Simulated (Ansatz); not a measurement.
The reference is InPd in the CsCl type structure (space group Pm-3m, No. 221; relaxed with 0.1 eV smearing).

```yaml
crystal:
  lattice:
    - [3.30629, 0.00000, 0.00000]
    - [0.00000, 3.30629, 0.00000]
    - [0.00000, 0.00000, 3.30629]
  atoms:
    - { symbol: In, position: [0.50000, 0.50000, 0.50000] }
    - { symbol: Pd, position: [0.00000, 0.00000, 0.00000] }
```

Cartesian axes are those of the cell as printed.

Level of theory: Ansatz (an electronic-structure program), PBE, PAW, cutoff 420 eV, no SOC.

Perturbation: the cell is scaled by 1.0250 in all directions; the atoms relax in the strained cell.

Q: Predict the stress tensor and what it implies for the stiffness.

A: Stress of the strained cell less that of the base (GPa, compression positive):
```
   -6.6     0.0     0.0
    0.0    -6.6     0.0
    0.0     0.0    -6.6
```

Then B = −ΔP/(ΔV/V₀) with ΔV/V₀ = 0.0769 gives secant stiffness values (nonlinear terms included at this strain): B ≈ 86 GPa.

As a check, the harmonic strain energy −½ V₀ Δσ:ε is 28 meV/atom; the computed energy rise is 31 meV/atom.

Stability against distortions was not tested. All final runs are without spin polarisation.
